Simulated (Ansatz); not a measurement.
System: interstitial N in alpha quartz (charge state -1). Computed with PBE, PAW (plane waves to 420 eV; Ansatz, a quantum-chemistry and plane-wave program).

Cell of 72 host sites held at the relaxed PBE lattice; the Γ point alone; Fermi-Dirac width 0.01 eV, spin-restricted; finite-size errors left in. No zero-point or tunnelling terms. The charge state is imposed; whether it is stable for some Fermi level was not computed. Sites that were not tried may lie lower.

Barriers: single points on a 2×2×2 k-point mesh shifted by half a step along c at the bands' geometries.

The step: several atoms move together, N the farthest. Atoms about the jump, Cartesian Å from the middle of the jump, before and after:

```tsv
atom	x0	y0	z0	x1	y1	z1
N1	0.55	-0.31	-0.74	-0.55	0.31	0.74
Si2	-1.10	-0.26	-0.38	-1.06	-0.58	-0.58
O3	-1.22	0.91	0.77	-1.69	1.22	1.30
O4	0.69	-1.58	-1.66	0.28	-0.96	-1.44
Si5	1.43	-0.22	-2.31	1.38	-0.25	-2.40
Si6	-0.12	1.94	1.39	-0.14	1.90	1.38
O7	2.98	0.10	-1.77	2.77	0.04	-1.61
O8	0.77	2.66	0.23	0.80	2.53	0.13
O9	0.84	1.20	-2.97	0.86	1.18	-3.00
O10	-1.63	-1.69	0.22	-1.76	-1.98	-0.06
O11	0.89	1.23	2.46	0.89	1.44	2.63
O12	-2.12	0.13	-1.62	-2.15	0.13	-1.59
O13	1.51	-1.34	2.12	1.60	-1.13	2.00
```

### Question
Where do these atoms stand at the saddle point, and how high is it?

### Answer

```
atom      x      y      z
----  -----  -----  -----
N1     0.57   0.19  -0.29
Si2   -0.89  -0.51  -0.63
O3    -1.09   0.92   0.60
O4     0.19  -1.29  -1.80
Si5    1.32  -0.18  -2.33
Si6   -0.06   1.91   1.37
O7     2.83   0.02  -1.67
O8     0.86   2.82   0.39
O9     0.81   1.26  -2.95
O10   -1.46  -1.79   0.23
O11    0.90   1.22   2.50
O12   -2.12   0.02  -1.61
O13    1.53  -1.39   2.22
```
It lies 1.68 eV above the start and 1.58 eV above the end. The check of the saddle point's order was inconclusive.
